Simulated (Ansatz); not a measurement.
Cubic perovskite KZnF3 was calculated with LDA (plane waves, PAW; Ansatz, an electronic-structure program).

Numerical settings: plane-wave cutoff 520 eV, 8×8×8 k mesh, Fermi–Dirac smearing 0.01 eV, scalar-relativistic PAW data made under PBE.

Response to compression and expansion:

```csv
V (Å³/atom),P (GPa),direct gap at Γ (eV),smallest gap on the k mesh (eV)
11.789,6.87,6.496,3.982
12.040,4.32,6.295,3.917
12.291,2.04,6.103,3.855
12.542,0.02,5.920,3.795
12.793,-1.79,5.744,3.739
13.044,-3.40,5.575,3.684
13.294,-4.84,5.413,3.631
```

The fundamental gap (3.79 eV at the equilibrium volume, with added k points) lies elsewhere than Γ–Γ.
